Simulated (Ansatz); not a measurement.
The starting structures come from a database of crystals and need not be the phases stable at ambient conditions.

 Where the default PAW files enter, the runs use the earlier of Ansatz's two default sets.

The decay constant κ of evanescent states in the gap governs leakage through a thin film.

Here is the system:

```yaml
crystal:
  lattice:
    - [5.66824, 0.00000, 0.00000]
    - [0.10912, 5.66719, 0.00000]
    - [-0.10912, -0.10704, 5.66618]
  atoms:
    - { symbol: Cs, position: [0.99870, 0.99870, 0.00130] }
    - { symbol: Ge, position: [0.52292, 0.52292, 0.47708] }
    - { symbol: Br, position: [0.49453, 0.49454, 0.02866] }
    - { symbol: Br, position: [0.97134, 0.49454, 0.50547] }
    - { symbol: Br, position: [0.49453, 0.97134, 0.50547] }
```

Space group of this cell: R3m. The cell is taken as given.

Transport runs along the normal of the first two printed cell vectors, the (101) plane of the conventional cell.

No gap correction and no spin-orbit coupling; mid-gap values are interpolated between computed energies.

Problem. State the band gap and the smallest decay constant κ at mid-gap according to r2SCAN run with Ansatz (a program for electronic structure).

Solution. Gap 1.48 eV on a 6×6×6 mesh; κ = 0.111 1/Å, at (0.500, 0.500) of the in-plane reciprocal vectors. At the zone centre, at the nearest computed energy, the slowest state has κ = 0.20 1/Å.
